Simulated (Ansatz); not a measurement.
The structure below was relaxed with Ansatz (a quantum-chemistry and plane-wave program) r2SCAN, scalar-relativistic without spin-orbit coupling.

```yaml
crystal:
  lattice:
    - [0.00000, 3.17110, 3.17110]
    - [3.17110, 0.00000, 3.17110]
    - [3.17110, 3.17110, 0.00000]
  atoms:
    - { symbol: Hg, position: [0.00000, 0.00000, 0.00000] }
    - { symbol: Si, position: [0.25000, 0.25000, 0.25000] }
    - { symbol: Si, position: [0.75000, 0.75000, 0.75000] }
```

Problem. Find the space group and the Wyckoff positions.

Solution. Space group Fm-3m (No. 225); a = b = c = 6.3422 Å, α = β = γ = 90.00°

| atom | site | symmetry | x | y | z |
|---|---|---|---|---|---|
| Hg | 4a | m-3m | 0.0000 | 0.0000 | 0.0000 |
| Si | 8c | -43m | 0.2500 | 0.2500 | 0.2500 |

Problem. Describe the coordination.

Solution. The crystal has 12 atoms in its conventional cell. Lattice parameters: a = b = c = 6.3422 Å, α = β = γ = 90.00°. Hg sees 8 Si at 2.746 Å (cubic). Si is coordinated by 4 Hg at 2.746 Å (tetrahedral). (Neighbours: up to the widest gap in distance over summed covalent radii, below 1.35, at either atom; cation-cation and far metal-metal contacts left out.)

Stability against distortions was not tested. The final runs are not spin-polarised. The cell was made from CoSi2 by this change: Co → Hg; the result is a hypothetical phase, not in the database extracts checked.
